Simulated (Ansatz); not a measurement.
# W3N4: response to strain

The parent structure is W$_{3}$N$_{4}$ (space group Pm-3m, No. 221; a = 4.179 Å). Axes: x, y, z lie along the cube axes.

Strains are applied to the cell and any free atomic positions relax; under biaxial strain the out-of-plane vector relaxes too.

Level of theory: PBEsol (Ansatz, a first-principles code; PAW; 420 eV plane waves; without spin-orbit coupling).

Notes on the quantities. energy relative to the base: free energy F; pressure: mean of the normal stresses, compression positive.

```csv
change,shortest interatomic distance,energy relative to the base,pressure
base,2.090 Å,0 meV/atom,0.0 GPa
"biaxial strain −3.56 %, plane normal [001], relaxed out of plane",2.015 Å,+88 meV/atom,27.1 GPa
"biaxial strain −2.99 %, plane normal [001], relaxed out of plane",2.027 Å,+61 meV/atom,22.2 GPa
"biaxial strain +1.81 %, plane normal [001], relaxed out of plane",2.077 Å,+19 meV/atom,-10.0 GPa
"biaxial strain −0.37 %, plane normal [110], relaxed out of plane",2.082 Å,+0.5 meV/atom,1.3 GPa
"biaxial strain −3.17 %, plane normal [111], relaxed out of plane",2.079 Å,+21 meV/atom,7.3 GPa
uniaxial strain ε_xx = +3.17 %,2.090 Å,+24 meV/atom,-10.1 GPa
uniaxial strain ε_yy = +1.76 %,2.090 Å,+8.0 meV/atom,-6.0 GPa
tensor shear ε_xy = −0.65 %,2.090 Å,+0.3 meV/atom,0.0 GPa
tensor shear ε_xy = −3.49 %,2.090 Å,+11 meV/atom,0.4 GPa
```

Without a gap, meshes like the base's 11×11×11 leave anisotropic stresses uncertain by several tenths of a GPa, and small strain energies with them. Stability against distortions was not tested. The final runs are not spin-polarised.
